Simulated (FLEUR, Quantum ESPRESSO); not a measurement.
A FLEUR input for a self-consistent single point of LiBr (Fm-3m, 2 atoms in the cell) (DFT, PBE, all-electron FLAPW (FLEUR), scalar-relativistic valence):

Input of the input generator:

```
LiBr
&input film=f /
0.0000000000 2.6950000000 2.6950000000
2.6950000000 0.0000000000 2.6950000000
2.6950000000 2.6950000000 -0.0000000000
1.8897261246
1.0 1.0 1.0

2
3 0.0000000000 0.0000000000 0.0000000000
35 0.5000000000 0.5000000000 0.5000000000

&comp jspins=1 /
&kpt div1=10 div2=10 div3=10 gamma=t /
&end /
```

```xml
<?xml version="1.0" encoding="UTF-8" standalone="no"?>
<fleurInput fleurInputVersion="0.39">
   <comment>
      LiBr                                                                                                
   </comment>
   <calculationSetup>
      <cutoffs Kmax="4.7" Gmax="14.1" GmaxXC="14.1" numbands="0"/>
      <scfLoop itmax="80" minDistance="0.00001" maxIterBroyd="15" imix="Anderson" alpha="0.05" precondParam="0.0" spinf="2.0"/>
      <coreElectrons ctail="T" frcor="F" kcrel="0" coretail_lmax="0"/>
      <xcFunctional name="pbe" relativisticCorrections="F"/>
      <magnetism jspins="1"/>
      <soc l_soc="F" theta="0.0" phi="0.0" spav="F"/>
      <expertModes spex="0" secvar="F"/>
      <geometryOptimization l_f="T" forcealpha="1.0" forcemix="BFGS" epsdisp="0.00001" epsforce="0.00001"/>
      <ldaU l_linMix="F" mixParam="0.05" spinf="1.0"/>
   </calculationSetup>
   <cell>
      <bzIntegration valenceElectrons="8.0" mode="hist" fermiSmearingEnergy="0.00183747">
         <kPointListSelection listName="default-1"/>
         <!-- k-points included here -->
         <xi:include xmlns:xi="http://www.w3.org/2001/XInclude" href="kpts.xml"> </xi:include>
      </bzIntegration>
      <!-- symmetry operations included here -->
      <xi:include xmlns:xi="http://www.w3.org/2001/XInclude" href="sym.xml"> </xi:include>
      <bulkLattice scale="1.0">
         <bravaisMatrix>
            <row-1>    0.0000000000000000     5.0928119057969994     5.0928119057969994</row-1>
            <row-2>    5.0928119057969994     0.0000000000000000     5.0928119057969994</row-2>
            <row-3>    5.0928119057969994     5.0928119057969994     0.0000000000000000</row-3>
         </bravaisMatrix>
      </bulkLattice>
   </cell>
   <atomSpecies>
      <species name="Lithium (Li)" element="Li" atomicNumber="3">
         <mtSphere radius="1.72" gridPoints="605" logIncrement="0.016"/>
         <atomicCutoffs lmax="8" lnonsphr="6"/>
         <electronConfig flipSpins="F">
            <coreConfig>(1s1/2)</coreConfig>
            <valenceConfig>(2s1/2)</valenceConfig>
            <stateOccupation state="(2s1/2)" spinUp="0.5" spinDown="0.5"/>
         </electronConfig>
         <energyParameters s="2" p="2" d="3" f="4"/>
      </species>
      <species name="Bromine (Br)" element="Br" atomicNumber="35">
         <mtSphere radius="2.63" gridPoints="925" logIncrement="0.014"/>
         <atomicCutoffs lmax="10" lnonsphr="8"/>
         <electronConfig flipSpins="F">
            <coreConfig>(1s1/2) (2s1/2) (2p1/2) (2p3/2) (3s1/2) (3p1/2) (3p3/2) (3d3/2) (3d5/2)</coreConfig>
            <valenceConfig>(4s1/2) (4p1/2) (4p3/2)</valenceConfig>
            <stateOccupation state="(4p1/2)" spinUp="0.8333333333333" spinDown="0.8333333333333"/>
            <stateOccupation state="(4p3/2)" spinUp="1.6666666666667" spinDown="1.6666666666667"/>
         </electronConfig>
         <energyParameters s="4" p="4" d="4" f="4"/>
      </species>
   </atomSpecies>
   <atomGroups>
      <atomGroup species="Lithium (Li)">
         <relPos label="                   1">.0000000000 .0000000000 .0000000000</relPos>
         <force calculate="T" relaxXYZ="TTT"/>
      </atomGroup>
      <atomGroup species="Bromine (Br)">
         <relPos label="                   2">1.000/2.000 1.000/2.000 1.000/2.000</relPos>
         <force calculate="T" relaxXYZ="TTT"/>
      </atomGroup>
   </atomGroups>
   <output dos="F" band="F" slice="F">
      <checks vchk="F" cdinf="F"/>
      <bandDOS minEnergy="-.5*Htr" maxEnergy="0.5*Htr" sigma="0.015" storeEVData="T"/>
      <vacuumDOS vacdos="F" integ="F" star="F" nstars="0" locx1="0.0" locy1="0.0" locx2="0.0" locy2="0.0" nstm="0" tworkf="0.0"/>
      <unfoldingBand unfoldBand="F" supercellX="1" supercellY="1" supercellZ="1"/>
      <plotting iplot="0" polar="F">
         <plot TwoD="T" vec1="  1.0  0.0  0.0" vec2="  0.0  1.0  0.0" vec3="  0.0  0.0  1.0" zero="  0.0  0.0  0.0" file="plot"/>
      </plotting>
      <chargeDensitySlicing numkpt="0" minEigenval="0.0" maxEigenval="0.0" nnne="0" pallst="F"/>
      <specialOutput eonly="F"/>
      <magneticCircularDichroism mcd="F" energyLo="-10.0" energyUp="0.0"/>
   </output>
  <!-- We include the file relax.xml here to enable relaxations (see documentation) -->
  <xi:include xmlns:xi="http://www.w3.org/2001/XInclude" href="relax.xml"> <xi:fallback/> </xi:include>
</fleurInput>
```

Task: Write the same calculation as an input for Quantum ESPRESSO.

Result: One input that does it (others would too):

```fortran
&control
   calculation = 'scf'
   outdir = './out'
   pseudo_dir = './'
   tprnfor = .true.
   tstress = .true.
/
&system
   ibrav = 2
   celldm(1) = 10.1856238117
   nat = 2
   ntyp = 2
   ecutwfc = 40
   ecutrho = 200
   occupations = 'smearing'
   smearing = 'fermi-dirac'
   degauss = 0.0036749
/
&electrons
   conv_thr = 1.0e-11
/
ATOMIC_SPECIES
Li     6.9400  li_pbe_v1.4.uspp.F.UPF
Br    79.9040  br_pbe_v1.4.uspp.F.UPF
ATOMIC_POSITIONS crystal
Li    0.0000000000    0.0000000000    0.0000000000
Br    0.5000000000    0.5000000000    0.5000000000
K_POINTS automatic
10 10 10  0 0 0
```

Basis settings and potentials, where a program has them, do not carry over. This input uses DFT, PBE, plane waves, GBRV 1.5 ultrasoft (PBE) pseudopotentials. Both were run: gap on the mesh 5.441 eV in FLEUR and 5.212 in Quantum ESPRESSO.

On Quantum ESPRESSO: the starting cell has typed, rounded lattice constants, without a prior relaxation at this level. For this run, on top of that: lattice scaled by 0.98.

On FLEUR: the starting cell has typed, rounded lattice constants, without a prior relaxation at this level. For this run, on top of that: lattice scaled by 0.98. Values depend on the basis (sphere radii, cutoffs, local orbitals), which need not be converged.
